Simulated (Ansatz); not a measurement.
Here is the system:

```xyz
3
Lattice="0.0000 2.6786 2.6786 2.6786 0.0000 2.6786 2.6786 2.6786 0.0000" Properties=species:S:1:pos:R:3 pbc="T T T"
Ce     0.0000     0.0000     0.0000
O      1.3393     1.3393     1.3393
O      4.0179     4.0179     4.0179
```

No spin polarisation.

All numbers come from PBE in Ansatz (plane waves to 420 eV, PAW, no SOC). k-mesh 10×10×10 (Γ-centred); smearing 0.05 eV (Fermi–Dirac).

### Question
Estimate the gap character.

### Answer
Indirect, K–Γ (31 % along) → L.

### Question
What smallest direct gap does the calculation give?

### Answer
2.16 eV.

The cells carry an imposed strain or load. Whether these cells are dynamically stable was not tested. All final runs are without spin polarisation. The cell was made from CeO2 in the fluorite structure (space group Fm-3m, No. 225) by this change: isotropic strain −1.96 %.

Ansatz is a first-principles code.
